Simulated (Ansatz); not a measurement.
```xyz
12
Lattice="4.8841 0.0000 0.0000 0.0000 4.8841 0.0000 0.0000 0.0000 7.5140" Properties=species:S:1:pos:R:3 pbc="T T T"
Te     4.7609     4.7609     3.7570
Te     2.5653     2.3188     5.6355
Te     0.1232     0.1232     0.0000
Te     2.3188     2.5653     1.8785
O      3.6544     4.1839     2.3141
O      3.1422     1.2123     4.1926
O      1.2297     0.7002     6.0711
O      1.7419     3.6718     0.4356
O      1.2123     3.1422     3.3214
O      0.7002     1.2297     1.4429
O      3.6718     1.7419     7.0784
O      4.1839     3.6544     5.1999
```

No spin polarisation.

Calculations: PBEsol, PAW, 420 eV (Ansatz, an electronic-structure program; spin-orbit coupling left out). Γ-centred 6×6×4 mesh, Fermi–Dirac width 0.05 eV.

Q: Predict the smallest direct gap, band gap and gap character.

A: The smallest direct gap is 2.93 eV, the band gap is 2.85 eV and the gap character comes out as indirect, k = (0, 1/3, 1/4) in the run's primitive reciprocal basis → M–Γ (50 % along).

With Te present, leaving out spin-orbit coupling can change the band edges. Load acts through the strain it causes; cell and atoms are relaxed under it. Whether these cells are dynamically stable was not tested. The cell was made from TeO2 (space group P4_12_12, No. 92) by this change: pressure −1 GPa.
